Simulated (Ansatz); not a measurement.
Consider a periodic stack without vacuum, bcc Nb (1 1 1) on rock-salt PbTe (1 1 1) (film strained to the substrate, started from cuts of the bulks and a machine-learned relaxation; slabs Pb4Te4 and Nb10, which can lie off the formulas): substrate slab Pb4Te4, film Nb10, surface cells [[0, 1], [-1, 0]] and [[1, -1], [0, 1]], film strained by -0.8 and -0.8 %, outermost planes Te/Pb and Nb/Nb as cut, which need not be the usual terminations and can put a slab off its formula. Its start:

```
CELL_PARAMETERS angstrom
      4.64655     0.00000    -0.02703
     -2.32328     4.02403    -0.01573
     -1.33127    -0.88115    25.50566
ATOMIC_POSITIONS crystal
  Pb 0.20981 0.82071 0.10926
  Pb 0.61989 0.49990 0.25884
  Pb 0.01112 0.18548 0.40844
  Pb 0.41095 0.18239 0.57638
  Te 0.46756 0.50145 0.02411
  Te 0.90760 0.16239 0.17183
  Te 0.31312 0.84548 0.32234
  Te 0.71740 0.54622 0.47208
  Nb 0.12172 0.54889 0.65663
  Nb 0.77130 0.86841 0.62787
  Nb 0.83012 0.91292 0.73511
  Nb 0.47563 0.23023 0.69615
  Nb 0.53804 0.27722 0.81205
  Nb 0.18482 0.59659 0.77325
  Nb 0.24272 0.63361 0.89203
  Nb 0.88982 0.95577 0.84979
  Nb 0.93774 0.98475 0.95783
  Nb 0.58995 0.30839 0.92290
```

The start was prepared with a machine-learned potential, and the result is one local minimum, with the in-plane cell held and forces under 0.04 eV/Å; the film can end far from its bulk form.

Method: PBE (plane waves to 420 eV, PAW; Ansatz, a first-principles code). No spin–orbit coupling; the runs are not spin-polarised. Its k-point mesh 8×8×1, Fermi–Dirac width 0.05 eV.

Predict the relaxed interface.


- interface area = 18.7 Å²
- period = 24.52 Å
- heights between the nearest atoms of the two slabs at the two interfaces = 1.06 and 1.11 Å
- Nb–Pb contacts across the interfaces within 1.22 times the sum of covalent radii = 8, mean 3.14 Å
- Nb–Te contacts across the interfaces within 1.22 times the sum of covalent radii = 8, mean 3.07 Å
